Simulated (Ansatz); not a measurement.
The reference is Si in the diamond structure (space group Fd-3m, No. 227; a = 5.402 Å). Axes: x, y, z lie along the cube axes.

Level of theory: LDA, PAW, 420 eV (Ansatz, a quantum-chemistry and plane-wave program; no spin-orbit coupling).

Base values:

* **Valence-band top at Γ**: 0.00, 0.00, 0.00 eV

Perturbation: biaxial strain −0.42 %, plane normal [111], relaxed out of plane (Cartesian); in-plane vectors clamped, the third vector and the atoms free.

Q: What does the calculation give for the out-of-plane strain after the change?

A: The out-of-plane strain comes out as +0.19 %.

Q: Estimate the effect on the valence-band top at Γ.

A: The valence-band top at Γ (three highest levels, from the VBM) changes from 0.00, 0.00, 0.00 eV to 0.00, 0.00, -0.06 eV.

The levels and masses belong to the bands next to the band gap. No phonon test of stability was made.
